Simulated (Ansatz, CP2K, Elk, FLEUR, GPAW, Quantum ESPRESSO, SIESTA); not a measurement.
# One structure in several programs: CuI (F-43m, 2 atoms in the cell)

Self-consistent single point.

```yaml
crystal:
  lattice:
    - [0.00000, 3.02500, 3.02500]
    - [3.02500, 0.00000, 3.02500]
    - [3.02500, 3.02500, 0.00000]
  atoms:
    - { symbol: Cu, position: [0.00000, 0.00000, 0.00000] }
    - { symbol: I, position: [0.25000, 0.25000, 0.25000] }
```

All programs got the same cell, k-point mesh and kind of occupations (in Ansatz's words: kpoints.mp_grid.grid = 5 5 5; scf.occupations.method = fermi_dirac; scf.occupations.width = 0.0007 Ry); potentials, basis and cutoffs are each program's usual ones.

```json
[
 {"code": "GPAW", "model": "PBE, GPAW PAW datasets PBE (gpaw-data 1.0.1)", "pressure (GPa)": "1.11", "gap on the mesh (eV)": "1.156", "k-points": "10", "cutoff": "800 eV"},
 {"code": "Elk", "model": "PBE, all-electron FP-LAPW, Elk's shipped species files, default APW+lo basis", "pressure (GPa)": "–", "gap on the mesh (eV)": "1.093", "k-points": "14", "cutoff": "default"},
 {"code": "FLEUR", "model": "PBE, all-electron FLAPW (FLEUR), scalar-relativistic valence", "pressure (GPa)": "–", "gap on the mesh (eV)": "1.126", "k-points": "14", "cutoff": "Kmax 4 1/bohr"},
 {"code": "Ansatz", "model": "PBE, default PAW files", "pressure (GPa)": "0.60", "gap on the mesh (eV)": "1.137", "k-points": "10", "cutoff": "30.9 Ry"},
 {"code": "CP2K", "model": "PBE, GPW, DZVP-MOLOPT-SR-GTH basis, GTH-PBE potentials (GTH_POTENTIALS)", "pressure (GPa)": "2.19", "gap on the mesh (eV)": "1.181", "k-points": "63", "cutoff": "grid 600 Ry"},
 {"code": "Quantum ESPRESSO", "model": "PBE, SSSP 1.1.2 efficiency (PBE) pseudopotentials", "pressure (GPa)": "0.71", "gap on the mesh (eV)": "1.127", "k-points": "10", "cutoff": "50 Ry"},
 {"code": "SIESTA", "model": "GGA PBE, numerical atomic orbitals DZP, PseudoDojo PBE standard norm-conserving potentials (rewritten from UPF to PSML)", "pressure (GPa)": "1.82", "gap on the mesh (eV)": "1.962", "k-points": "63", "cutoff": "grid 350 Ry"}
]
```

A dash marks a value that a program does not give, or that is left out as unsure.

Gaps are read on the mesh.

The spread over the programs that give each value: pressure within 1.59 GPa; gap on the mesh within 0.869 eV.

The starting cell has typed, rounded lattice constants, without a prior relaxation at this level. On Ansatz's run: Spin-orbit coupling is off.

Q: Why do the programs differ, and what cannot be compared?

A: Differences of this kind can come from the potentials, where these differ, and from what each basis and cutoff leave unconverged. The valence holds different numbers of electrons (GPAW 18, FLEUR 42, Ansatz (a program for electronic structure) 36, CP2K 18, Quantum ESPRESSO 26, SIESTA 26). The zero of total energies and Fermi levels follows the potentials and each program's conventions, so they are not compared here. CP2K and SIESTA use small atom-centred bases, whose incompleteness enters pressures, forces and empty levels differently from a plane-wave cutoff. Elk and FLEUR treat all electrons, but the usual bases taken here (sphere radii, linearisation, local orbitals, empty states) were not tested for convergence, so the values are no reference for the others. Ansatz's pressure is given at a fixed set of plane waves, as the other plane-wave codes print theirs; with its correction for the finite basis it is 0.65 GPa. Ansatz's smearing width was typed in Ry to four decimals, so it matches the others to a few per cent. The programs reduce the same mesh by symmetry to different extents, which changes the work and not the result. In the pressure, CP2K (by 1.47) and SIESTA (by 1.10) lie more than 1 GPa from the median of the plane-wave programs. In the gap, SIESTA (by 0.825) lies more than 0.12 eV from the median of the plane-wave programs.

Left out of this page: ABINIT (with a known weakness of the program).

Keys are those of Ansatz 0.2.
